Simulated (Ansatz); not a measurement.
Consider CuI in the zinc blende structure (space group F-43m, No. 216).

```yaml
crystal:
  lattice:
    - [0.00000, 2.93094, 2.93094]
    - [2.93094, 0.00000, 2.93094]
    - [2.93094, 2.93094, 0.00000]
  atoms:
    - { symbol: Cu, position: [0.00000, 0.00000, 0.00000] }
    - { symbol: I, position: [0.25000, 0.25000, 0.25000] }
```

Cartesian axes are those of the cell as printed.

Calculations: LDA in Ansatz (plane waves to 420 eV, PAW, spin-orbit coupling left out).

Base values:

| Quantity | Result |
|---|---|
| Valley order | Γ 1.22 eV; L along ⟨111⟩ 2.12 eV; X along ⟨100⟩ 2.41 eV |
| Volume per atom | 25.18 Å³ |

Perturbation: compressive biaxial strain of 1.00 % in the plane normal to [001], as in epitaxy on a mismatched substrate; the out-of-plane cell vector and the atoms relax.

Question: Predict the new valley order.

Answer: The valley order (the lowest conduction-band minima on the path, energy above the VBM, named in the base's zone) changes from Γ 1.22 eV; L along ⟨111⟩ 2.12 eV; X along ⟨100⟩ 2.41 eV to Γ 1.22 eV; L along [111] 2.10 eV; X along [010] 2.34 eV; X along [001] 2.46 eV.

Question: Estimate the effect on the volume per atom.

Answer: The volume per atom shrinks by 0.16 Å³ (25.18 Å³ → 25.02 Å³).

Question: How does this affect the in-plane stress?

Answer: The mean in-plane stress (compression positive) is +0.5 GPa.

With I present, leaving out spin-orbit coupling can change the band edges. The levels and masses belong to the bands next to the band gap. Whether these cells are dynamically stable was not tested. The final runs are not spin-polarised.

Ansatz is an electronic-structure program.
